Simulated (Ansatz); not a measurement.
We consider MgS (F-43m, No. 216, 2 atoms in the cell; start mp-13032; metastable phase), described by dielectric-dependent PBEsol hybrid (Ansatz, a program for electronic structure, PAW).

Settings: plane-wave cutoff 460 eV, 8×8×8 k mesh, Fermi–Dirac smearing 0.01 eV, scalar-relativistic PAW data made under PBE.

Cell (relaxed with PBEsol):

```cif
data_Mg4S4
_chemical_formula_sum 'Mg4 S4'
_space_group_name_H-M_alt 'F-43m'
_space_group_IT_number 216
_space_group_name_Hall 'F -4 2 3'
_cell_length_a 5.65155
_cell_length_b 5.65155
_cell_length_c 5.65155
_cell_angle_alpha 90.000
_cell_angle_beta 90.000
_cell_angle_gamma 90.000
loop_
_atom_site_label
_atom_site_type_symbol
_atom_site_symmetry_multiplicity
_atom_site_Wyckoff_symbol
_atom_site_fract_x
_atom_site_fract_y
_atom_site_fract_z
_atom_site_occupancy
Mg1 Mg 4 a 0.00000 0.00000 0.00000 1
S1 S 4 c 0.25000 0.25000 0.25000 1
```
(The calculation used a cell of 2 atoms; values per cell refer to that cell.)

Question: Give the computed band gap.

Answer: 
- band gap: 5.03 eV (on the SCF k mesh) (direct)

Note: cell and atoms aren't relaxed at this level (pressure -0.7 GPa).

It cost around 60 core-seconds (rough) of CPU time.

A start named mp-… is a Materials Project structure, which need not be a measured phase.
